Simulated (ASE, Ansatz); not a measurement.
A thermal frame of composition TiSi, cell Ti24Si24, first heated far above this temperature, then brought to it, at a temperature that wasn't checked against the liquidus, so perhaps supercooled [in the CHGNet run: it was liquid; mean temperature 1653 K (target 1660 K); density 3.80 g/cm³, volume +4 % from the start cell's; mean pressure -1.5 GPa against a target of 0], from MD with the machine-learned potential CHGNet 0.3.0 in ASE at 1660 K. These are PBE (plane waves, PAW; Ansatz, a first-principles code) values and carry that method's errors.

- plane-wave cutoff = 420 eV
- k-points = one point, (1/4, 1/4, 1/4)
- Fermi-Dirac width = 0.143 eV
- spin = not polarised; no spin-orbit coupling

A check of the k-sampling: on the last frame of the same run a denser mesh moved the PBE forces by 0.055 eV/Å rms, the static pressure by -0.06 GPa and the free energy by -2 meV/atom.

```xyz
48
Lattice="9.2694 0.0000 0.0000 0.0000 9.2694 0.0000 0.0000 0.0000 9.2694" Properties=species:S:1:pos:R:3 pbc="T T T"
Ti    -0.0613     6.2221     1.6908
Ti     3.9436     8.4189     3.6718
Ti     2.4299    -1.6336     5.9451
Ti     7.8807     3.2113     6.5251
Ti     4.4449     5.5381     7.9492
Ti     6.9724     5.4810     9.9590
Ti     2.8734     4.7917     5.0418
Ti     7.2699     6.0958     6.4038
Ti     3.7464     2.8531    -2.1989
Ti     1.4950     7.6669    -0.6727
Ti     4.1961     0.4725     0.9999
Ti     9.5916    -0.6049     3.8955
Ti     6.1035     2.6106     0.9663
Ti     6.4190    -1.3795     2.0389
Ti     6.9473     4.4533     3.4330
Ti     8.9474     0.5145     6.9143
Ti     6.2164     1.2758     7.4705
Ti     7.1374    -1.6540     8.2438
Ti    11.0726     2.4794     0.0489
Ti     6.8735    -0.4027     5.0838
Ti     1.8939     1.9490     4.9922
Ti     3.8728     2.6261     3.3321
Ti     0.2829     5.1119     4.8266
Ti     1.5850     4.0151     2.4270
Si     9.0436     2.5938     4.0059
Si     5.3132     4.4479     5.6301
Si    11.1639    10.7490     2.6144
Si     2.5537     0.6368    -1.6436
Si     4.2226     0.5887     5.8923
Si     1.0327     3.3690     6.9887
Si     6.1076     3.8753     7.9481
Si    -0.4124     5.1242    -1.0136
Si     4.2973     4.4662     1.2995
Si     1.8875     8.6383     1.6026
Si     6.2139     2.1632     4.8462
Si     7.9548     6.7161     3.8191
Si     6.0161     1.0326     2.7785
Si     4.4266     7.2803     9.9481
Si     4.2919     8.1249    -1.5218
Si     5.0426    -2.2767    -3.6525
Si     4.0382     5.7810     3.3965
Si    -0.4718     8.6813     0.9621
Si     8.3463    10.9363     8.9969
Si     2.1501     5.5557     0.4643
Si     1.6746     5.6176    -2.1428
Si     8.6384     3.4826     1.8004
Si     1.8128     6.6962     3.4946
Si    -0.0870    -1.7589     6.0576
```

Problem. Give the forces on all atoms (eV/Å), the static pressure (no kinetic part).

Solution. 
```csv
atom,Fx Fy Fz
Ti1,1.162 -0.156 -0.112
Ti2,-0.824 0.599 -0.671
Ti3,0.273 1.206 -0.549
Ti4,0.941 -0.529 -2.260
Ti5,-2.121 1.592 0.071
Ti6,-2.135 -0.822 -0.582
Ti7,-1.022 -1.122 3.039
Ti8,-1.462 -2.989 -0.701
Ti9,-0.089 0.525 0.252
Ti10,-0.058 0.224 -0.378
Ti11,-0.710 0.488 -0.662
Ti12,0.224 1.549 -1.476
Ti13,0.319 0.996 -1.248
Ti14,1.154 0.546 0.853
Ti15,-0.341 -0.740 0.829
Ti16,1.356 0.509 -0.103
Ti17,-0.188 -0.807 0.421
Ti18,0.155 1.857 1.060
Ti19,-0.321 -0.412 0.699
Ti20,-0.589 -0.129 0.000
Ti21,0.351 -0.875 1.549
Ti22,2.193 0.911 0.150
Ti23,-0.131 -0.123 0.788
Ti24,2.107 0.793 1.470
Si25,-1.434 0.197 -0.120
Si26,0.670 -0.076 -0.325
Si27,-0.567 -1.308 -0.979
Si28,-0.722 -0.059 0.266
Si29,0.176 0.259 -1.388
Si30,1.012 -0.342 -0.359
Si31,0.140 -0.353 0.599
Si32,-0.111 0.544 0.265
Si33,-0.252 -0.297 0.075
Si34,0.063 -0.707 0.655
Si35,-0.135 -0.123 0.290
Si36,-1.230 0.966 0.311
Si37,-0.427 -1.336 1.396
Si38,0.460 -1.133 -0.091
Si39,0.599 0.798 0.433
Si40,-0.465 -0.017 -0.133
Si41,2.283 0.942 -2.791
Si42,-0.639 0.459 -0.647
Si43,-0.478 0.350 1.375
Si44,0.523 -0.759 0.065
Si45,0.945 0.338 0.357
Si46,-1.416 -0.403 -2.064
Si47,0.623 -0.439 -0.325
Si48,0.138 -0.596 0.696
```
* **static pressure (no kinetic part)**: -1.54 GPa
